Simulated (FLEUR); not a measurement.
Worked example: self-consistent single point of Sb (R-3m, 2 atoms in the cell) in FLEUR.

Level of theory: PBE, all-electron FLAPW (FLEUR), scalar-relativistic valence run with FLEUR.

The change in words: lattice scaled by 0.98. Reference geometry:
```xyz
2
Lattice="2.1636 1.2491 3.8061 -2.1636 1.2491 3.8061 0.0000 -2.4983 3.8061" Properties=species:S:1:pos:R:3 pbc="T T T"
Sb     0.0000     0.0000     3.0631
Sb     0.0000     0.0000     8.3553
```

Reference input (self-consistent single point, DFT, PBE, all-electron FLAPW (FLEUR), scalar-relativistic valence): Kmax = 3.9 1/bohr; GmaxXC = 13.7 1/bohr; xcFunctional = pbe; jspins = 1; l_soc = F; mode = hist; fermiSmearingEnergy = 0.00499791 Htr; mesh (inpgen div1-3) = 8 8 8; inpgen gamma flag = true; Gmax = 13.7 1/bohr; numbands = 0; maxIterBroyd = 99. This run's input differs from it in these lines:

```diff
@@ -3,6 +3,6 @@
 &input film=f /
-0.4752163476 0.2743662862 0.8359979450
--0.4752163476 0.2743662862 0.8359979450
-0.0000000000 -0.5487325724 0.8359979450
-8.6035531387
+0.4752164082 0.2743662702 0.8359979158
+-0.4752164082 0.2743662702 0.8359979158
+0.0000000000 -0.5487326934 0.8359978656
+8.4314818609
 1.0 1.0 1.0
@@ -43,5 +43,5 @@
          <bravaisMatrix>
-            <row-1>    4.0885490989555304     2.3605249227894722     7.1925527436515004</row-1>
-            <row-2>   -4.0885490989555304     2.3605249227894722     7.1925527436515004</row-2>
-            <row-3>    0.0000000000000000    -4.7210498455789445     7.1925527436515004</row-3>
+            <row-1>    4.0067785257403497     2.3133142304340879     7.0487012628179055</row-1>
+            <row-2>   -4.0067785257403497     2.3133142304340879     7.0487012628179055</row-2>
+            <row-3>    0.0000000000000000    -4.6266297508849012     7.0487008395575161</row-3>
          </bravaisMatrix>
```

The program printed (abridged):

```
 Iteration:     1   Distance:       4.07076462 me/bohr^3
 Iteration:     2   Distance:       3.82639426 me/bohr^3
 Iteration:     3   Distance:       1.21444069 me/bohr^3
 Iteration:     4   Distance:       0.27208340 me/bohr^3
 Iteration:     5   Distance:       0.16936004 me/bohr^3
   [... 4 lines left out ...]
 Iteration:    10   Distance:       0.00062268 me/bohr^3
 Iteration:    11   Distance:       0.00008359 me/bohr^3
 Iteration:    12   Distance:       0.00008460 me/bohr^3
 Iteration:    13   Distance:       0.00000648 me/bohr^3
 Reset of history
 Run finished successfully
 Stop message:
   Structural relaxation: new displacements generated

[file out, last iteration]
             iter=     14
[...]
          total density-effective poten   -2.1530815455E+04
          total charge density-energy d   -3.4153487321E+02
 Updated energy parameters for spin:           1
[...]
 fermi energy and band-weighting factors:

[...]
FERMIE:
          first approx. to ef    (T=0)  :   0.304433 htr   (energy of the highest occ. eigenvalue)
          number of occ. states  (T=0)  :        976
          first approx. to seigv (T=0)  : -14.655135 htr
          sum of weights of occ. states :  15.005859
          sum of semicore charge        :   0.000000 e
FERHIS:  Fermi-Energy by histogram:
          bandgap                     :   0.002254 htr
   [... lines left out ...]
          charge neutrality (T=0)     :   0.011719    (zero if the highest occ. eigenvalue is "entirely" occupied)
     EF_NEWTON:  Adjust Fermi-Energy by Newton-Method.
 Direct bandgap for spin            1 :    1.5514553382467711E-002  Htr
   [... lines left out ...]
 ---->    (input%tkb*entropy) TS=              0.0007753296 htr
 ---->    free energy=                    -12967.2820108839 htr
      extrapolation for T->0
 ---->    total electron energy=          -12967.2816232191 htr
 ***** TOTAL FORCES ON ATOMS *****
 TOTAL FORCE FOR ATOM TYPE=  1  X=  0.000   Y=  0.000   Z=  5.673
                       FX_TOT= 0.000000 FY_TOT= 0.000000 FZ_TOT=-0.012879
```

The run converged in 13 iterations. FLEUR gives forces in its relaxation mode, with a further iteration, so its stop message speaks of a relaxation. Against the reference run the free energy rises by 45.5 meV/atom and the largest force goes from 0.290 to 0.662 eV/Å.

The starting cell comes from a database of computed structures (which also holds hypothetical and non-ambient phases and stackings), without a prior relaxation at this level. Its lattice was rescaled by a random factor within 2.5 % of one. For this run, on top of that: lattice scaled by 0.98. Spin-orbit coupling is off. Values depend on the basis (sphere radii, cutoffs, local orbitals), which need not be converged. The log's line on a gap gives a spacing of levels on this mesh, which the program prints for metals too.

Cost on one core of a shared machine: roughly 3 min.
